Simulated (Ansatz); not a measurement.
Base system: CaC$_{2}$ (space group C2/m, No. 12; a cell from a computed database, its experimental status unchecked).

```yaml
crystal:
  lattice:
    - [3.53412, -1.88850, 0.00000]
    - [3.53412, 1.88850, 0.00000]
    - [-2.13348, 0.00000, 7.03076]
  atoms:
    - { symbol: Ca, position: [0.79929, 0.79929, 0.75340] }
    - { symbol: Ca, position: [0.20071, 0.20071, 0.24660] }
    - { symbol: C, position: [0.08023, 0.08023, 0.56545] }
    - { symbol: C, position: [0.91977, 0.91977, 0.43455] }
    - { symbol: C, position: [0.45085, 0.45085, 0.05896] }
    - { symbol: C, position: [0.54915, 0.54915, 0.94104] }
```

Cartesian axes are those of the cell as printed.

The change: biaxial strain +1.57 %, plane normal [001], relaxed out of plane (Cartesian); in-plane vectors clamped, the third vector and the atoms free.

Levels (all Ansatz, a first-principles code, PAW): PBEsol (420 eV, scalar-relativistic without spin-orbit coupling); r2SCAN (500 eV, no SOC); HSE06 (420 eV, without spin-orbit coupling).

At the geometry relaxed with PBEsol, these levels gave the following band gaps, in shuffled order: (a) 3.43 eV, (b) 2.46 eV, (c) 2.00 eV.

Q: Match each gap to its level.

A: (a) HSE06; (b) r2SCAN; (c) PBEsol.

Single points use the geometry relaxed with PBEsol. HSE06 was sampled on its mesh, a few special points and the semilocal edge points, so its gap is an upper bound. Whether these cells are dynamically stable was not tested.
